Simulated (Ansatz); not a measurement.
Take WSe2 in the 2H-MoS2 type structure (space group P6_3/mmc, No. 194; layered, stacked along the Cartesian z axis) as the base.

```xyz
6
Lattice="3.2999 0.0000 0.0000 -1.6499 2.8578 0.0000 0.0000 0.0000 13.1513" Properties=species:S:1:pos:R:3 pbc="T T T"
W      0.0000     1.9052     3.2878
W      1.6499     0.9526     9.8635
Se     0.0000     1.9052     8.1980
Se     1.6499     0.9526     1.6224
Se     1.6499     0.9526     4.9533
Se     0.0000     1.9052    11.5289
```

The values are results of plane-wave PAW DFT at the r2SCAN+rVV10 level (Ansatz, a quantum-chemistry and plane-wave program, 500 eV), spin-orbit coupling left out, not measurements.

Free-standing slabs (3 atom(s) a layer) normal to the stacking axis with 15 Å of vacuum; in-plane cell relaxed.

One change was made to it. Results:

The gap character comes out as indirect, Γ → K–Γ (47 % along); the band gap goes up by 0.40 eV to 1.52 eV.

Question: What was done to the base?
(A) 3 layers
(B) 2 layers
(C) 1 layer

Answer: B, 2 layers. For comparison, the band gap in the other runs: 3 layers gives 1.33 eV; 1 layer gives 1.70 eV.

Spin-orbit coupling, missing from the scalar runs, can matter with W. No phonon test of stability was made. Labels are those of the standard path for the cell's own space group.
